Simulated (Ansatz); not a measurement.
Base system: BeS in the zinc blende structure (space group F-43m, No. 216; a = 4.869 Å). Axes: x, y, z lie along the cube axes.

One thing is altered: compressive biaxial strain of 0.50 % in the plane normal to [001], as in epitaxy on a mismatched substrate; the out-of-plane cell vector and the atoms relax.

Level of theory: r2SCAN, PAW, 500 eV (Ansatz, a first-principles code; without spin-orbit coupling).

Question: Give the band edges at the high-symmetry points of the new zone, measured from its valence-band maximum.

Answer: 
```
point  valence edge (eV)  conduction edge (eV)
-----  -----------------  --------------------
Γ                   0.00                  6.21
X                  -2.73                  3.54
P                  -3.40                  6.86
N                  -1.03                  6.03
M                  -2.67                  3.61
S                  -2.19                  4.91
S₀                 -2.19                  4.91
R                  -3.40                  6.95
G                  -3.40                  6.95
```

The gap is 3.54 eV, indirect, Γ → X.

Whether these cells are dynamically stable was not tested. Labels are those of the standard path for the cell's own space group.
